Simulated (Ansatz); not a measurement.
## A computed series for InAs: pressure series

Base system: InAs in the zinc blende structure (space group F-43m, No. 216).

```cif
data_AsIn
_chemical_formula_sum 'In1 As1'
_space_group_name_H-M_alt 'P 1'
_space_group_IT_number 1
_cell_length_a 4.26106
_cell_length_b 4.26106
_cell_length_c 4.26106
_cell_angle_alpha 60.000
_cell_angle_beta 60.000
_cell_angle_gamma 60.000
loop_
_space_group_symop_operation_xyz
  'x, y, z'
loop_
_atom_site_label
_atom_site_type_symbol
_atom_site_fract_x
_atom_site_fract_y
_atom_site_fract_z
_atom_site_occupancy
In1 In 0.00000 0.00000 0.00000 1
As1 As 0.25000 0.25000 0.25000 1
```

Cell and atoms are relaxed at each pressure.

Level of theory: DFT with LDA, PAW potentials and a 420 eV plane-wave cutoff in Ansatz (a first-principles code), scalar-relativistic without spin-orbit coupling.

Notes on the quantities. enthalpy: H = E + PV relative to the base's energy.

```csv
case,enthalpy,shortest interatomic distance,density
base,–,2.609 Å,5.76 g/cm³
pressure −2 GPa,-0.35 eV/atom,2.641 Å,5.55 g/cm³
pressure −1 GPa,-0.17 eV/atom,2.625 Å,5.66 g/cm³
pressure 0.9 GPa,+0.15 eV/atom,2.597 Å,5.84 g/cm³
pressure 2.1 GPa,+0.35 eV/atom,[?],[?]
pressure 4.5 GPa,+0.74 eV/atom,2.554 Å,6.14 g/cm³
pressure 9 GPa,+1.44 eV/atom,2.512 Å,6.46 g/cm³
pressure 15 GPa,+2.33 eV/atom,2.467 Å,6.81 g/cm³
pressure 22.5 GPa,+3.39 eV/atom,2.423 Å,7.19 g/cm³
pressure 30 GPa,+4.39 eV/atom,2.387 Å,7.52 g/cm³
```

Q: Fill in the withheld entries from the trend.

A: 
- pressure 2.1 GPa, shortest interatomic distance: 2.582 Å
- pressure 2.1 GPa, density: 5.95 g/cm³

A case with no gap was solved on a k-mesh chosen for an insulator, which is coarse for it. Load acts through the strain it causes; cell and atoms are relaxed under it. Whether these cells are dynamically stable was not tested. The final runs are not spin-polarised. Measured, InAs leaves this structure (for rock salt) near 7 GPa (temperature not stated; as listed in Datta, Sujoy, Jana, Debnarayan, arXiv (2020)).
